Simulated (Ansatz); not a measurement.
MgZrO₃ (model structure, started from the LiNbO3 type, R3c, No. 161, 10 atoms in the cell), treated with r²SCAN in Ansatz (plane waves, PAW).

Numerical settings: plane-wave cutoff 560 eV, 8×8×8 k mesh, Fermi–Dirac smearing 0.01 eV, scalar-relativistic PAW data made under PBE.

Cell (relaxed with PBEsol):

```yaml
crystal:
  lattice:
    - [2.64139, 1.52501, 4.73069]
    - [-2.64139, 1.52501, 4.73069]
    - [0.00000, -3.05001, 4.73069]
  atoms:
    - { symbol: Mg, position: [0.30377, 0.30377, 0.30377] }
    - { symbol: Mg, position: [0.80377, 0.80377, 0.80377] }
    - { symbol: Zr, position: [0.01599, 0.01599, 0.01599] }
    - { symbol: Zr, position: [0.51599, 0.51599, 0.51599] }
    - { symbol: O, position: [0.71294, 0.11111, 0.40649] }
    - { symbol: O, position: [0.40649, 0.71294, 0.11111] }
    - { symbol: O, position: [0.11111, 0.40649, 0.71294] }
    - { symbol: O, position: [0.90649, 0.61111, 0.21294] }
    - { symbol: O, position: [0.21294, 0.90649, 0.61111] }
    - { symbol: O, position: [0.61111, 0.21294, 0.90649] }
```

Question: Give the computed band gap and direct gap at Γ.

Answer: 
- band gap = 5.38 eV
- direct gap at Γ = 5.79 eV

Note: the relaxation could raise the start's symmetry but not lower it, so the cell can be a saddle point; cell and atoms aren't relaxed at this level (largest force component 0.13 eV/Å, pressure 1.5 GPa).

Spin–orbit coupling is not included.

Static lattice: no zero-point or thermal effects.

A model structure was made by putting elements into a prototype or built by hand; it is no filed structure, need not be a known phase, and can be a saddle point held by its symmetry.

Ansatz is a program for electronic structure.
